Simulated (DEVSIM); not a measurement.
Device: W/SiO2/p-GaAs capacitor, at 300 K.

```
layer (left to right)  material  thickness (nm)  Na (cm⁻³)
---------------------  --------  --------------  ---------
1                          SiO2            45.0          -
2                          GaAs           19000     1.1e15
```

Metal gate on the left, work function 4.6 eV. Fixed charge at the semiconductor interface 0 cm⁻² (in units of +e); no interface traps.

The device is made up for the run: typed textbook-type constants, with dimensions and the other settings drawn at random. Values at 300 K.

```csv
parameter,SiO2,GaAs
gap (eV),9,1.424
affinity (eV),0.9,4.07
permittivity,3.9,12.9
Nc (cm⁻³),-,4.7e17
Nv (cm⁻³),-,9e18
```

Simulated with DEVSIM: 1D Poisson equation in equilibrium, Boltzmann statistics, complete ionisation; no quantum confinement or tunnelling. Metal contacts follow the ideal Schottky-Mott rule: no Fermi-level pinning, no interface dipoles.

**Question.** Tabulate band edges, carrier densities and field at -1.9 V on the gate.

**Answer.** Energies count from the Fermi level of the right contact; mesh points crowd at the junctions.

```json
[
 {"x (μm)": "0.000", "Ec (eV)": "5.600", "Ev (eV)": "-3.400", "n (cm⁻³)": "< 1e2", "p (cm⁻³)": "< 1e2", "field (V/cm)": "-240000"},
 {"x (μm)": "0.002092", "Ec (eV)": "5.550", "Ev (eV)": "-3.450", "n (cm⁻³)": "< 1e2", "p (cm⁻³)": "< 1e2", "field (V/cm)": "-240000"},
 {"x (μm)": "0.007753", "Ec (eV)": "5.415", "Ev (eV)": "-3.585", "n (cm⁻³)": "< 1e2", "p (cm⁻³)": "< 1e2", "field (V/cm)": "-240000"},
 {"x (μm)": "0.02325", "Ec (eV)": "5.046", "Ev (eV)": "-3.954", "n (cm⁻³)": "< 1e2", "p (cm⁻³)": "< 1e2", "field (V/cm)": "-240000"},
 {"x (μm)": "0.04007", "Ec (eV)": "4.646", "Ev (eV)": "-4.354", "n (cm⁻³)": "< 1e2", "p (cm⁻³)": "< 1e2", "field (V/cm)": "-240000"},
 {"x (μm)": "0.04395", "Ec (eV)": "4.554", "Ev (eV)": "-4.446", "n (cm⁻³)": "< 1e2", "p (cm⁻³)": "< 1e2", "field (V/cm)": "-240000"},
 {"x (μm)": "0.04558", "Ec (eV)": "1.355", "Ev (eV)": "-0.069", "n (cm⁻³)": "< 1e2", "p (cm⁻³)": "6.2e17", "field (V/cm)": "-66000"},
 {"x (μm)": "0.05083", "Ec (eV)": "1.328", "Ev (eV)": "-0.096", "n (cm⁻³)": "< 1e2", "p (cm⁻³)": "2.2e17", "field (V/cm)": "-39000"},
 {"x (μm)": "0.06453", "Ec (eV)": "1.292", "Ev (eV)": "-0.132", "n (cm⁻³)": "< 1e2", "p (cm⁻³)": "5.4e16", "field (V/cm)": "-19000"},
 {"x (μm)": "0.1030", "Ec (eV)": "1.249", "Ev (eV)": "-0.175", "n (cm⁻³)": "< 1e2", "p (cm⁻³)": "1.0e16", "field (V/cm)": "-7000"},
 {"x (μm)": "0.2131", "Ec (eV)": "1.210", "Ev (eV)": "-0.214", "n (cm⁻³)": "< 1e2", "p (cm⁻³)": "2.3e15", "field (V/cm)": "-1700"},
 {"x (μm)": "0.7467", "Ec (eV)": "1.191", "Ev (eV)": "-0.233", "n (cm⁻³)": "< 1e2", "p (cm⁻³)": "1.1e15", "field (V/cm)": "-22"},
 {"x (μm)": "2.054", "Ec (eV)": "1.191", "Ev (eV)": "-0.233", "n (cm⁻³)": "< 1e2", "p (cm⁻³)": "1.1e15", "field (V/cm)": "≈ 0"},
 {"x (μm)": "5.793", "Ec (eV)": "1.191", "Ev (eV)": "-0.233", "n (cm⁻³)": "< 1e2", "p (cm⁻³)": "1.1e15", "field (V/cm)": "≈ 0"},
 {"x (μm)": "15.24", "Ec (eV)": "1.191", "Ev (eV)": "-0.233", "n (cm⁻³)": "< 1e2", "p (cm⁻³)": "1.1e15", "field (V/cm)": "≈ 0"},
 {"x (μm)": "17.72", "Ec (eV)": "1.191", "Ev (eV)": "-0.233", "n (cm⁻³)": "< 1e2", "p (cm⁻³)": "1.1e15", "field (V/cm)": "≈ 0"},
 {"x (μm)": "18.58", "Ec (eV)": "1.191", "Ev (eV)": "-0.233", "n (cm⁻³)": "< 1e2", "p (cm⁻³)": "1.1e15", "field (V/cm)": "≈ 0"},
 {"x (μm)": "18.88", "Ec (eV)": "1.191", "Ev (eV)": "-0.233", "n (cm⁻³)": "< 1e2", "p (cm⁻³)": "1.1e15", "field (V/cm)": "≈ 0"},
 {"x (μm)": "19.01", "Ec (eV)": "1.191", "Ev (eV)": "-0.233", "n (cm⁻³)": "< 1e2", "p (cm⁻³)": "1.1e15", "field (V/cm)": "≈ 0"},
 {"x (μm)": "19.03", "Ec (eV)": "1.191", "Ev (eV)": "-0.233", "n (cm⁻³)": "< 1e2", "p (cm⁻³)": "1.1e15", "field (V/cm)": "≈ 0"},
 {"x (μm)": "19.04", "Ec (eV)": "1.191", "Ev (eV)": "-0.233", "n (cm⁻³)": "< 1e2", "p (cm⁻³)": "1.1e15", "field (V/cm)": "≈ 0"},
 {"x (μm)": "19.05", "Ec (eV)": "1.191", "Ev (eV)": "-0.233", "n (cm⁻³)": "< 1e2", "p (cm⁻³)": "1.1e15", "field (V/cm)": "≈ 0"}
]
```
